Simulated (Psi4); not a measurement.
Psi4 1.11, unrestricted PBE0/def2-svpd: Cu(OH)(SH)(NH3)2 ([NH3]->[Cu](<-[NH3])([OH])[SH]), charge 0, multiplicity 2, 13 atoms. The geometry is a generated start, not checked to be a minimum at this level.

| Quantity | Value |
|---|---|
| task | energy |
| method | pbe0 |
| basis | def2-svpd |
| memory | 3 GB |
| maxiter | 100 |
| keys of the molecule block | symmetry c1 |
| scf_type | df (default) |
| e_convergence | 1e-06 (default) |
| d_convergence | 1e-06 (default) |
| dft_radial_points | 75 (default) |
| dft_spherical_points | 302 (default) |
| basis functions | 188 |
| grid points | 279809 |

```xyz
13

Cu    -0.5757     0.2477    -0.0093
O     -1.4055     1.8276    -0.1994
H     -2.3157     1.8564     0.0996
S     -0.2695    -0.4968     2.1166
H     -0.3276     0.6843     2.6939
N      1.5822     0.7677    -0.3151
H      2.0877     0.4248     0.4971
H      1.5449     1.7799    -0.2747
H      2.0597     0.4834    -1.1618
N     -0.5937    -1.6504    -0.7885
H     -1.0871    -2.2181    -0.1067
H      0.3578    -1.9939    -0.8646
H     -1.0575    -1.7125    -1.6870
```

Charge 0 and multiplicity 2 are set for this test and not shown to be the ground state.

With the defaults (diis = true, scf_initial_accelerator = adiis, damping_percentage = 0, guess = auto, which took SAD, level_shift = 0, level_shift_cutoff = 0.01, diis_max_vecs = 10, soscf = false, soscf_start_convergence = 0.01) it converges in 21 SCF iterations. One run each on 2 threads, with these changes:
- scf_initial_accelerator = none
- soscf = true, soscf_start_convergence = 0.1
- diis = false, scf_initial_accelerator = none, damping_percentage = 60
- diis_max_vecs = 3
- guess = huckel
- guess = sap
- level_shift = 0.1, level_shift_cutoff = 0.001
- guess = core
- diis_max_vecs = 20

Q: Name the settings that don't reach the solution of the defaults.

A: No convergence: diis = false, scf_initial_accelerator = none, damping_percentage = 60 (the run ends without SCF convergence in 100 iterations). The rest reach the solution of the defaults.

| setting | SCF iterations | JK calls | end |
|---|---|---|---|
| guess = sap | 17 | 17 | same solution |
| level_shift = 0.1, level_shift_cutoff = 0.001 | 18 | 19 | same solution |
| scf_initial_accelerator = none | 19 | 20 | same solution |
| the defaults | 21 | 22 | same solution |
| diis_max_vecs = 20 | 22 | 23 | same solution |
| soscf = true, soscf_start_convergence = 0.1 | 22 | 118 | same solution |
| guess = huckel | 23 | 53 | same solution |
| guess = core | 28 | 28 | same solution |
| diis_max_vecs = 3 | 58 | 59 | same solution |
| diis = false, scf_initial_accelerator = none, damping_percentage = 60 | 100 | 101 | no convergence |

An SOSCF iteration holds several JK calls; a Hückel guess adds calls on atoms. 1 further run of the study ended by our limits or in an error and is left out.
